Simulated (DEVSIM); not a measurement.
# abrupt Si p-n junction

Device: abrupt Si p-n junction, at 300 K.

| layer (left to right) | material | thickness (μm) | Nd (cm⁻³) | Na (cm⁻³) | τn (s) | τp (s) |
|---|---|---|---|---|---|---|
| 1 | Si | 0.650 | - | 1e18 | 1.2e-7 | 1.2e-7 |
| 2 | Si | 260 | 1e17 | - | 1.2e-7 | 1.2e-7 |

Left contact: ohmic. Right contact: ohmic. Voltage is applied to the left contact. Recombination: SRH at mid-gap, radiative, Auger. Mobility is μmin + (μ − μmin)/(1 + (N/Nref)^α).

This is a model device: material constants are rounded textbook-type values typed into the input, and sizes, dopings and lifetimes were drawn at random. Values at 300 K.

| parameter | Si |
|---|---|
| gap (eV) | 1.124 |
| affinity (eV) | 4.05 |
| permittivity | 11.7 |
| Nc (cm⁻³) | 2.86e19 |
| Nv (cm⁻³) | 3.1e19 |
| μn (cm²/Vs) | 1417 |
| μp (cm²/Vs) | 470 |
| μn,min | 52 |
| μp,min | 45 |
| Nref,n | 9.7e16 |
| Nref,p | 2.2e17 |
| αn | 0.68 |
| αp | 0.72 |
| B (cm³/s) | 4.7e-15 |
| Cn (cm⁶/s) | 2.8e-31 |
| Cp (cm⁶/s) | 9.9e-32 |

DEVSIM, 1D drift-diffusion, Boltzmann statistics, complete ionisation; no tunnelling, impact ionisation, image-force lowering or self-heating.

```
Item                                                Result
---------------------------------------------  -----------
Potential step across the device at zero bias      0.889 V
Largest field in the device at zero bias       150000 V/cm
Dark forward voltage at 1 A/cm²                    0.683 V
Dark forward voltage at 100 A/cm²                  1.019 V
```

Dark reverse current:

| V (V) | J (A/cm²) |
|---|---|
| -0.04 | -4.2e-9 |
| -0.10 | -8.4e-9 |
| -0.20 | -1.4e-8 |
| -0.30 | -1.9e-8 |
| -0.40 | -2.4e-8 |
| -0.60 | -3.2e-8 |
| -0.80 | -4.0e-8 |
| -1.00 | -4.7e-8 |
| -1.30 | -5.7e-8 |

Dark forward current:

```tsv
V (V)	J (A/cm²)
0.05	1.0e-8
0.15	1.1e-7
0.30	2.7e-6
0.40	3.7e-5
0.55	0.0068
0.65	0.30
0.75	7.6
0.90	53
1.00	92
1.10	130
1.25	200
1.35	250
1.50	310
1.60	360
```
